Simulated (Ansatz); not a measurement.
The reference is GeSe (space group P6_3mc, No. 186; a = 4.710 Å, c = 5.685 Å; a hypothetical phase, not in the database extracts checked). Axes: x lies along a and z along c of the hexagonal cell.

Method: PBEsol (Ansatz, a quantum-chemistry and plane-wave program), no spin-orbit coupling, earlier PAW set.

Perturbation: the cell is stretched by 1.34 % along x with no lateral relaxation; the atoms relax in the strained cell.

Problem. What happens to the stress?

Solution. The stress (xx, yy, zz, yz, xz, xy; compression positive) is (-0.78, -0.88, -0.07, 0.00, 0.00, 0.00) GPa.

Problem. Estimate the effect on the energy relative to the base.

Solution. The energy increases by 0.9 meV/atom.

Whether these cells are dynamically stable was not tested.
